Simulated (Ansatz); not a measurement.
BeS (model structure, started from the BN type, Pm-3n, No. 223, 12 atoms in the cell) was calculated with LDA (Ansatz, a quantum-chemistry and plane-wave program, plane waves, PAW).

Run with plane-wave cutoff 520 eV, 6×6×6 k mesh, Fermi–Dirac smearing 0.01 eV, scalar-relativistic PAW data made under PBE.

Cell (relaxed with PBEsol):

```xyz
12
Lattice="5.9648 0.0000 0.0000 0.0000 5.9648 0.0000 0.0000 0.0000 5.9648" Properties=species:S:1:pos:R:3 pbc="T T T"
Be     1.4912     0.0000     2.9824
Be     2.9824     1.4912     0.0000
Be     2.9824     4.4736     0.0000
Be     4.4736     0.0000     2.9824
Be     0.0000     2.9824     4.4736
Be     0.0000     2.9824     1.4912
S      1.4912     2.9824     0.0000
S      0.0000     1.4912     2.9824
S      0.0000     4.4736     2.9824
S      4.4736     2.9824     0.0000
S      2.9824     0.0000     4.4736
S      2.9824     0.0000     1.4912
```

### Question
What does this level give for the band gap, smallest direct gap on the k points sampled and direct gap at Γ?

### Answer

* **band gap**: 3.04 eV (indirect)
* **smallest direct gap on the k points sampled**: 3.21 eV
* **direct gap at Γ**: 3.68 eV

Note: the relaxation could raise the start's symmetry but not lower it, so the cell can be a saddle point; cell and atoms aren't relaxed at this level (pressure -2.0 GPa).

It cost roughly 11 core-seconds of CPU time.

A model structure was made by putting elements into a prototype or built by hand; it is no filed structure, need not be a known phase, and can be a saddle point held by its symmetry.
